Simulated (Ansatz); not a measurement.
**Y: uniaxial strain ε_xx = −1.50 %**

Start from Y in the hcp (Mg type) structure (space group P6_3/mmc, No. 194; a = 3.5943 Å, c = 5.6099 Å; relaxed with 0.1 eV smearing). Axes: x lies along a and z along c of the hexagonal cell.

One thing is altered: the cell is compressed by 1.50 % along x with no lateral relaxation; the atoms relax in the strained cell.

Computed with DFT with PBEsol, PAW potentials and a 420 eV plane-wave cutoff in Ansatz (a first-principles code), no spin-orbit coupling. Settings: 18×18×11 k-points, 0.1 eV Fermi–Dirac smearing.

The volume per atom falls by 0.47 Å³ (31.38 Å³ → 30.91 Å³) and the space group goes from P6_3/mmc (No. 194) to Cmcm (No. 63). The energy increases by 1.7 meV/atom and the pressure (mean of the normal stresses, compression positive) goes from zero to 0.6 GPa. The band gap stays zero and the stress (xx, yy, zz, yz, xz, xy; compression positive) comes out as (1.2, 0.4, 0.4, 0.0, 0.0, 0.0) GPa.

No phonon test of stability was made. All final runs are without spin polarisation.
